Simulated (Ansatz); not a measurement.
The parent structure is TiC in the rock salt structure (space group Fm-3m, No. 225; a = 4.293 Å; relaxed with 0.1 eV smearing).

Calculations: PBEsol in Ansatz (plane waves to 420 eV, PAW, no spin-orbit coupling).

Strains are applied to the cell and any free atomic positions relax.

One change was made to it. Results:

```csv
quantity,base,after
energy relative to the base (free energy F),0 meV/atom,+32 meV/atom
pressure,0.0 GPa,18.3 GPa
band gap,zero,zero
```

### Question
Name the change that was made.
A. isotropic strain −2.00 %
B. isotropic strain +3.00 %
C. isotropic strain −1.00 %

### Answer
A, isotropic strain −2.00 %. For comparison, the energy relative to the base in the other runs: isotropic strain −1.00 % gives +7.7 meV/atom; isotropic strain +3.00 % gives +61 meV/atom.

Stability against distortions was not tested. The final runs are not spin-polarised.

Ansatz is a quantum-chemistry and plane-wave program.
